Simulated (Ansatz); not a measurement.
Mo, pressure series

The reference is Mo in the bcc (W type) structure (space group Im-3m, No. 229; a = 3.1509 Å).

Cell and atoms are relaxed at each pressure.

Calculations: r2SCAN in Ansatz (plane waves to 500 eV, PAW, no spin-orbit coupling), earlier PAW set.

Notes on the quantities. enthalpy: H = E + PV relative to the base's energy.

```csv
case,lattice parameter a,enthalpy
base,3.151 Å,–
pressure −2 GPa,3.159 Å,-0.20 eV/atom
pressure −1 GPa,3.155 Å,-0.10 eV/atom
pressure 1.8 GPa,3.144 Å,+0.18 eV/atom
pressure 4.2 GPa,___,+0.41 eV/atom
pressure 9 GPa,3.118 Å,+0.86 eV/atom
pressure 18 GPa,3.090 Å,+1.70 eV/atom
pressure 30 GPa,3.057 Å,+2.79 eV/atom
pressure 45 GPa,3.020 Å,+4.10 eV/atom
pressure 60 GPa,2.989 Å,+5.37 eV/atom
```

Task: Fill in the withheld entries from the trend.

Result: 
- pressure 4.2 GPa, lattice parameter a: 3.135 Å

Load acts through the strain it causes; cell and atoms are relaxed under it. Whether these cells are dynamically stable was not tested. Competing high-pressure phases were not computed. The final runs are not spin-polarised.

Ansatz is an electronic-structure program.
